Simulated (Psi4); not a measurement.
Psi4 1.11, PBE/def2-svp: [CH3][Ge]([CH3])([CH3])[O][SiH3], 18 atoms. The geometry is a generated start, not checked to be a minimum at this level.

```yaml
task: energy
method: pbe
basis: def2-svp
memory: 3 GB
maxiter: 100
keys_of_the_molecule_block: symmetry c1
scf_type: df (default)
e_convergence: 1e-06 (default)
d_convergence: 1e-06 (default)
dft_radial_points: 75 (default)
dft_spherical_points: 302 (default)
basis_functions: 166
grid_points: 383229
```

```xyz
18

Si     2.7072     0.1850     0.5119
O      1.1078     0.1406     0.6845
Ge    -0.5164    -0.0242    -0.0030
C     -0.6863    -1.9240    -0.5721
C     -1.6961     0.4608     1.5218
C     -0.6067     1.2535    -1.5284
H      3.1706    -0.9954    -0.2282
H      3.0842     1.3980    -0.2229
H      3.2124     0.1993     1.8838
H     -1.7272    -2.1627    -0.7625
H     -0.3198    -2.5819     0.2090
H     -0.1192    -2.1055    -1.4783
H     -1.5666    -0.2419     2.3405
H     -2.7380     0.4543     1.2172
H     -1.4431     1.4528     1.8827
H      0.3556     1.3008    -2.0324
H     -0.8586     2.2514    -1.1779
H     -1.3598     0.9392    -2.2458
```

With the defaults (diis = true, scf_initial_accelerator = adiis, damping_percentage = 0, diis_start = 1, diis_max_vecs = 10, soscf = false, soscf_start_convergence = 0.01, level_shift = 0, level_shift_cutoff = 0.01, guess = auto, which took SAD) it converges in 10 SCF iterations. One run each on 2 threads, with these changes:
- damping_percentage = 20
- diis_max_vecs = 20
- guess = gwh
- diis_max_vecs = 6
- diis = false, scf_initial_accelerator = none, damping_percentage = 60
- level_shift = 0.1, level_shift_cutoff = 0.001
- diis_start = 4
- soscf = true, soscf_start_convergence = 0.001
- level_shift = 0.5, level_shift_cutoff = 0.001

Question: Name the settings that don't reach the solution of the defaults.

Answer: No convergence: diis = false, scf_initial_accelerator = none, damping_percentage = 60 (the run ends without SCF convergence in 100 iterations). The rest reach the solution of the defaults.

```csv
setting,SCF iterations,JK calls,end
"soscf = true, soscf_start_convergence = 0.001",8,19,same solution
the defaults,10,11,same solution
diis_max_vecs = 6,10,11,same solution
"level_shift = 0.1, level_shift_cutoff = 0.001",10,11,same solution
"level_shift = 0.5, level_shift_cutoff = 0.001",10,11,same solution
diis_max_vecs = 20,10,11,same solution
guess = gwh,17,17,same solution
diis_start = 4,20,21,same solution
damping_percentage = 20,22,23,same solution
"diis = false, scf_initial_accelerator = none, damping_percentage = 60",100,101,no convergence
```

An SOSCF iteration holds several JK calls; a Hückel guess adds calls on atoms. 1 further run of the study ended by our limits or in an error and is left out.
